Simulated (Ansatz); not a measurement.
The starting structures come from a database of crystals and need not be the phases stable at ambient conditions.

Inside the gap of an insulator the Bloch states are evanescent, with a wavenumber k + iκ along the transport direction.

Given:

```
CELL_PARAMETERS angstrom
      4.36621     0.00000     0.00000
      0.00000     4.99213     0.00000
      2.18311     0.00000     6.19237
ATOMIC_POSITIONS crystal
  Tl 0.38765 0.75000 0.22471
  Tl 0.61235 0.25000 0.77529
  Br 0.86564 0.25000 0.26872
  Br 0.13436 0.75000 0.73128
```

Space group of this cell: Cmcm. The cell was relaxed by PBE-D3(BJ); by PBEsol its mean pressure is -1.0 GPa.

Transport runs along the normal of the first two printed cell vectors.

The gap is the functional's own, uncorrected, and κ follows it; spin-orbit coupling is left out. Mid-gap values are interpolated between the computed energies.

Problem. Predict the band gap and the smallest decay constant κ at mid-gap from PBEsol run with Ansatz (a quantum-chemistry and plane-wave program).

Solution. Gap 2.16 eV on a 8×6×8 mesh; κ = 0.202 1/Å, at (0.000, 0.167) of the in-plane reciprocal vectors. At the zone centre, at the nearest computed energy, the slowest state has κ = 0.20 1/Å.
